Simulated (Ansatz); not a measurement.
# Ta, response to strain

Base system: Ta in the bcc (W type) structure (space group Im-3m, No. 229; a = 3.306 Å; relaxed with 0.1 eV smearing). Axes: x, y, z lie along the cube axes.

Strains are applied to the cell and any free atomic positions relax.

All numbers come from plane-wave PAW DFT at the r2SCAN level (Ansatz, an electronic-structure program, 500 eV), scalar-relativistic without spin-orbit coupling.

Notes on the quantities. pressure: mean of the normal stresses, compression positive; energy relative to the base: free energy F.

| variant | shortest interatomic distance | pressure | energy relative to the base |
|---|---|---|---|
| base | 2.863 Å | 0.0 GPa | 0 meV/atom |
| tensor shear ε_xy = +0.29 % | 2.858 Å | 0.0 GPa | +0.1 meV/atom |
| tensor shear ε_xy = +1.43 % | 2.836 Å | 0.1 GPa | +3.4 meV/atom |
| tensor shear ε_xy = +1.14 % | 2.841 Å | 0.1 GPa | +2.2 meV/atom |
| tensor shear ε_xy = +0.86 % | 2.847 Å | 0.0 GPa | +1.2 meV/atom |
| tensor shear ε_xy = +0.57 % | 2.852 Å | 0.0 GPa | +0.5 meV/atom |
| tensor shear ε_xy = +1.71 % | 2.831 Å | 0.1 GPa | +4.8 meV/atom |
| tensor shear ε_xy = +2.00 % | 2.825 Å | 0.2 GPa | +6.6 meV/atom |

Whether these cells are dynamically stable was not tested. The final runs are not spin-polarised.
